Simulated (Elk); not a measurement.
Worked example: self-consistent single point of ZrTi (P4/mmm, 2 atoms in the cell) in Elk.

Computed with PBEsol, all-electron FP-LAPW, Elk's shipped species files, APW+lo basis with extra local orbitals in Elk.

```xyz
2
Lattice="3.1119 0.0000 0.0000 0.0000 3.1119 0.0000 0.0000 0.0000 4.1978" Properties=species:S:1:pos:R:3 pbc="T T T"
Zr     1.5560     1.5560     2.0989
Ti     0.0000     0.0000     0.0000
```

Reference input (self-consistent single point, DFT, PBEsol, all-electron FP-LAPW, Elk's shipped species files, APW+lo basis with extra local orbitals): xctype = 22; rgkmax = 8; stype = 1; swidth = 0.00734986 Ha; ngridk = 7 7 6; gmaxvr = 14 1/bohr; nxlo = 2; lorbcnd = true; lmaxi = 3; maxscl = 100. This run's input differs from it in these lines:

```diff
@@ -25,3 +25,3 @@
 swidth
-  0.00734986
+  0.00110248
 
@@ -51,3 +51,3 @@
 ngridk
-  7 7 6
+  9 9 6
```

Output, abridged:

```
│ Self-consistent loop started │
│ Loop number : 1 │
 total energy                :     -4450.89015371
│ Loop number : 2 │
 total energy                :     -4450.89833322
RMS change in Kohn-Sham potential (target) :   0.1842135429     (  0.1000000000E-05)
Absolute change in total energy (target)   :   0.8179508889E-02 (  0.1000000000E-03)
│ Loop number : 3 │
 total energy                :     -4450.98127398
RMS change in Kohn-Sham potential (target) :   0.1853457192     (  0.1000000000E-05)
Absolute change in total energy (target)   :   0.8498563800E-01 (  0.1000000000E-03)
│ Loop number : 4 │
   [... lines left out ...]
Absolute change in total energy (target)   :   0.1654917096E-03 (  0.1000000000E-03)
│ Loop number : 14 │
 total energy                :     -4450.11572098
RMS change in Kohn-Sham potential (target) :   0.1190864734E-05 (  0.1000000000E-05)
Absolute change in total energy (target)   :   0.3248746816E-04 (  0.1000000000E-03)
│ Loop number : 15 │
 total energy                :     -4450.11571714
RMS change in Kohn-Sham potential (target) :   0.4155769195E-06 (  0.1000000000E-05)
Absolute change in total energy (target)   :   0.4282732334E-05 (  0.1000000000E-03)
Convergence targets achieved

│ Loop number : 16 │

Energies :
 Fermi                       :     0.316086485928
 total energy                :     -4450.11571736

Density of states at Fermi energy :    68.66960086
 (states/Hartree/unit cell)

Estimated indirect band gap :   0.8484804666E-03
 from k-point     41 to k-point     12
Estimated direct band gap   :   0.6403207099E-02
 at k-point     56

Charges :
 core                        :    38.00000000
 valence                     :    24.00000000
 interstitial                :    3.675561333
 muffin-tins (core leakage)
  species :    1 (Zr)
   atom    1                 :    38.03449579     (  0.2898388679E-05)
  species :    2 (Ti)
   atom    1                 :    20.28994288     (  0.5796998437E-09)
 total in muffin-tins        :    58.32443867
 total calculated charge     :    62.00899453
 total charge                :    62.00000000
 error                       :   0.8994526576E-02

│ Self-consistent loop stopped │
```

The run converged in 16 iterations. The count includes the last loop, which Elk runs after its targets are met. Against the reference run the total energy drops by 4.1 meV/atom.

The starting cell comes from a database of computed structures (which also holds hypothetical and non-ambient phases and stackings), without a prior relaxation at this level. Spin polarisation is off. Values depend on the basis (sphere radii, cutoffs, local orbitals), which need not be converged. The log's line on a gap gives a spacing of levels on this mesh, which the program prints for metals too.
